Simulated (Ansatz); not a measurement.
Consider the energy of the reaction as written. Reaction: 2 cell B → cell A. The sign is products less reactants.

Cell A: a sheet of composition W2, 2 atoms, hexagonal cell of 3.09 Å (8.3 Å²), symmetry P-3m1 within 0.02 Å, 1.7 Å thick under 15 Å of vacuum, in-plane vectors relaxed; planes from bottom to top: W × 2; a model cell; spin state with PBE: no moments, k-point mesh 18×18×1.
```
W
1.0
    3.08735     0.00000     0.00000
   -1.54367     2.67372     0.00000
    0.00000     0.00000    16.88680
W
2
Cartesian
  0.00000   1.78248   9.29570
  1.54367   0.89124   7.59110
```

Cell B: a sheet of composition W, 1 atom, hexagonal cell of 2.63 Å (6.0 Å²), symmetry P6/mmm within 0.02 Å, 0.0 Å thick under 16 Å of vacuum, in-plane vectors relaxed; planes from bottom to top: W; a model cell; spin state with PBE: no moments, k-point mesh 30×30×1.
```
CELL_PARAMETERS angstrom
      2.63440     0.00000     0.00000
     -1.31720     2.28146     0.00000
      0.00000     0.00000    16.00000
ATOMIC_POSITIONS crystal
  W  0.00000 0.00000 0.50000
```

Computed with Ansatz (plane waves, PAW), its PAW set soft_1, cutoff 420 eV, 500 eV for r2SCAN. The structures are at rest with PBE; other levels are single points on them. Neutral cells; Fermi-Dirac smearing of at most 0.10 eV in the solids, energies taken to zero width. The lattices are those relaxed with PBE, so at other levels the solids can be strained, which adds to the spread. A dispersion term (D3(BJ), or D4 for r2SCAN) was computed beside these levels and is taken off wherever the name lacks it. Space groups of crystals are read within 0.01 Å. No zero-point or thermal terms. Spin-orbit coupling is left out. The cells' k-point meshes differ in density, so the last digit is unsettled. Cell A has symmetry P-3m1 within 0.02 Å and got no random move, so less symmetric positions, which may lie lower, weren't tried. Cell B has symmetry P6/mmm within 0.02 Å and got no random move, so less symmetric positions, which may lie lower, weren't tried.

Problem. Give the value at the level PBE.

Solution. -1.90 eV, for 2 cell B → cell A.

Problem. What do the other levels give, and how wide is the spread?

Solution. 
```json
[
 {"Method": "r2SCAN", "value (eV)": "-2.04", "less PBE": "-0.14"}
]
```

The levels shown span 0.14 eV, from r2SCAN (-2.04) to PBE (-1.90).

Ansatz is a quantum-chemistry and plane-wave program.
